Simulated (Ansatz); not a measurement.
**Convergence test for Rb (Fd-3m, 2 atoms in the cell)**

```
Rb
1.0
    0.00000     4.29915     4.29915
    4.29915     0.00000     4.29915
    4.29915     4.29915     0.00000
Rb
2
Direct
  0.75000   0.75000   0.75000
  0.50000   0.50000   0.50000
```

Method of the run: PBE (plane waves, PAW; Ansatz, a quantum-chemistry and plane-wave program).

The starting cell was generated: these elements placed on a structure prototype, without a prior relaxation; it need not be a known phase or ordering of this composition. Its lattice was rescaled by a random factor within 2.5 % of one. Ansatz's pressure includes its estimate of the finite-basis (Pulay) stress.

Held fixed: basis.ecutwfc = 30.9 Ry; hamiltonian.xc = pbe; hamiltonian.pseudopotentials = {kind: paw} (the program's default PAW files); scf.occupations.method = fermi_dirac; scf.occupations.width = 0.01 Ry.

ΔF is the free energy per atom less that of the last row (16 16 16).

The series runs over kpoints.mp_grid.grid = 1 1 1; 2 2 2; 3 3 3; 4 4 4; 5 5 5; 6 6 6; 7 7 7; 8 8 8; 9 9 9; 11 11 11; 13 13 13; 16 16 16.

**Question.** From which setting on does the energy stay within 5 meV/atom of the last one?

**Answer.** From kpoints.mp_grid.grid = 5 5 5 on; the one before it is off by 12 meV/atom.

**Question.** From which setting on does the pressure stay within 1 GPa of the last one?

**Answer.** From kpoints.mp_grid.grid = 2 2 2 on; the one before it is off by 1.9 GPa. The value it settles on is 1.3 GPa at this level of theory and with the other settings as held.

```csv
kpoints.mp_grid.grid,ΔF (meV/atom),pressure (GPa),k-points,iterations
1 1 1,-1340.2,-0.55,1,6
2 2 2,109.3,1.54,3,7
3 3 3,18.9,1.30,4,6
4 4 4,-11.7,1.32,8,7
5 5 5,-0.36,1.36,10,7
6 6 6,1.45,1.35,16,7
7 7 7,-0.39,1.34,20,7
8 8 8,-0.16,1.35,29,7
9 9 9,0.12,1.35,35,7
11 11 11,-0.03,1.35,56,7
13 13 13,0.00,1.35,84,7
16 16 16,0.00,1.35,145,7
```

Keys are those of Ansatz 0.2.
